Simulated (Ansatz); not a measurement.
System: InSBr (model structure, started from the BiTeI type, P3m1, No. 156, 3 atoms in the cell). Method: HSE06 in Ansatz (plane waves, PAW).

The input as run:

Ansatz 0.2 input:
```yaml
crystal:
  lattice:
    - [3.8488009075, 0.0, 0.0]
    - [-1.9244004538, 3.33315936, 0.0]
    - [0.0, 0.0, 6.0934850614]
  atoms:
    - { symbol: In, position: [0.0, 0.0, 0.9051959839] }
    - { symbol: S, position: [0.6666666667, 0.3333333333, 0.7057297837] }
    - { symbol: Br, position: [0.3333333333, 0.6666666667, 0.2083842324] }
basis:
  ecutwfc: 460
  ecutrho_ratio: 4
  xc_grid: 2
kpoints:
  mp_grid: { grid: [9, 9, 4] }
  band_path: { path: [[0, 0, 0], [-0.098958, 0.046875, 0.0]], npoints: 1 }
hamiltonian:
  xc: hse06
  dispersion: none
  pseudopotentials: { kind: paw }
scf:
  occupations: { method: fermi_dirac, width: 0.01 }
  convergence: { dr2_threshold: 0.0000000003 }
output:
  forces: true
  stress: true
  eigenvalues: true
  write_bands: true
```

**Question.** How many irreducible k-points, plane waves at Γ does the program set up, and what pressure does the run end with?

**Answer.** 43 irreducible k-points, 1785 plane waves at Γ; P = -0.20 GPa, so the cell is stretched on average and its volume would shrink at this level.

From the output:

```
WARN output.stress: scf.exx.energy_threshold = 1e-6 eV is looser than the 3e-8 eV advised for a stress under a hybrid functional (1e-8 eV for each atom of the …
Crystal: 3 atoms, lattice volume = 78.171 Å³
Basis set: ecut = 460 eV, 1785 PW (Γ), exchange–correlation on 54×54×90 points (8 copies of the dense FFT grid, shifted against one another)
Bands: 17, of which v1, the nominal top of the filled ones, is band 13 counted from 1 (12 counted from 0)
Symmetry: 6 space group operations
Space group: P3m1 (ITA 156), of the structure as read, at distance tolerance 4.3e-5 Å
k-points: 43 of 324 (time reversal used)
SCF iter   1: F=—  HF=-9285.099148 eV  |F-HF|=—  |Δ(HF+E_count)|=         —  Δρ=2.06e-3  dr2=6.65e-3
SCF iter   2: F=—  HF=-9285.098476 eV  |F-HF|=—  |Δ(HF+E_count)|=   6.73e-4  Δρ=1.08e-3  dr2=1.83e-3
  ...
Crystal: 3 atoms, lattice volume = 78.171 Å³
Initial density: handed on by an earlier stage of this run
Crystal: 3 atoms, lattice volume = 78.171 Å³
SCF iter   5: F=—  HF=-9291.573038 eV  |F-HF|=—  |Δ(HF+E_count)|=   3.44e-9  Δρ=1.35e-6  dr2=1.41e-9
SCF iter   6: F=-9291.573038 eV  HF=-9291.573038 eV  |F-HF|=7.82e-11  |Δ(HF+E_count)|=  2.82e-10  Δρ=3.96e-7  dr2=1.07e-10
SCF 3 converged in 6 iterations: F = -9291.573038 eV  dr2 = 1.07e-10
Free energy (F): -9291.573038 eV
Internal energy: -9291.573038 eV  (E = F + TS)
E sigma→0 (E₀):  -9291.573038 eV
Fermi energy:    5.727681 eV
--- Forces (eV/Å), atoms counted from 1 ---
  atom   1  In     0.00000000     0.00000000    -0.12937684
  atom   2  S      0.00000000     0.00000000     0.38732827
  atom   3  Br    -0.00000000    -0.00000000    -0.25791565
--- Stress (GPa, compression-positive) ---
       -0.279918      -0.000000       0.000000
        0.000000      -0.279918      -0.000000
        0.000000      -0.000000      -0.032357
  P = ⅓ Tr σ = -0.1974 GPa (-1.974 kbar)
```

The PAW data were made under PBE.

Note: the relaxation could raise the start's symmetry but not lower it, so the cell can be a saddle point. Note: cell and atoms aren't relaxed at this level (largest force component 0.39 eV/Å). Note: the cell has widely spaced layers and the level no dispersion term, so their spacing and the moduli can rest on weak binding.

The result took around 5 core-minutes (rough).

A model structure was made by putting elements into a prototype or built by hand; it is no filed structure, need not be a known phase, and can be a saddle point held by its symmetry.

Ansatz is a program for electronic structure.
